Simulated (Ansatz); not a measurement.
**Parameter sweep on Ir (I4_1/amd, 2 atoms in the cell)**

```yaml
crystal:
  lattice:
    - [-2.43858, 2.43858, 1.33052]
    - [2.43858, -2.43858, 1.33052]
    - [2.43858, 2.43858, -1.33052]
  atoms:
    - { symbol: Ir, position: [0.75000, 0.25000, 0.50000] }
    - { symbol: Ir, position: [0.00000, 0.00000, 0.00000] }
```

Base run A: PBEsol, default PAW files made with PBE (Ansatz, a first-principles code), self-consistent single point.

Its settings: kpoints.mp_grid.grid = 9 9 9; hamiltonian.xc = pbesol; hamiltonian.pseudopotentials = {kind: paw} (the program's default PAW files); scf.occupations.method = cold; scf.occupations.width = 0.1 eV.

The starting cell was generated: these elements placed on a structure prototype, without a prior relaxation; it need not be a known phase or ordering of this composition. Its lattice was rescaled by a random factor within 2.5 % of one. Spin polarisation is off. In the base run, with a pressure of about -4 GPa the cell is away from its equilibrium volume at this level. Ansatz's pressure includes its estimate of the finite-basis (Pulay) stress.

Runs:
- B: magnetization.noncollinear: default → true; magnetization.spin_orbit: default → true [PBEsol with spin-orbit coupling]
- C: hamiltonian.pseudopotentials: {kind: paw} (the program's default PAW files) → {kind: paw_fr}; magnetization.noncollinear: default → true; magnetization.spin_orbit: default → false
- D: hamiltonian.xc: pbesol → lda; magnetization.noncollinear: default → true; magnetization.spin_orbit: default → true [LDA (PW92) with spin-orbit coupling]

```json
[
 {"run": "A", "pressure (GPa)": "-3.54"},
 {"run": "B", "pressure (GPa)": "-2.39"},
 {"run": "C", "pressure (GPa)": "-3.54"},
 {"run": "D", "pressure (GPa)": "-7.30"}
]
```

Run D against A: The pressure goes from -3.54 to -7.30 GPa.

Run B against A: The pressure goes from -3.54 to -2.39 GPa.

Run C against A: The pressure stays at -3.54 GPa.

Keys are those of Ansatz 0.2.
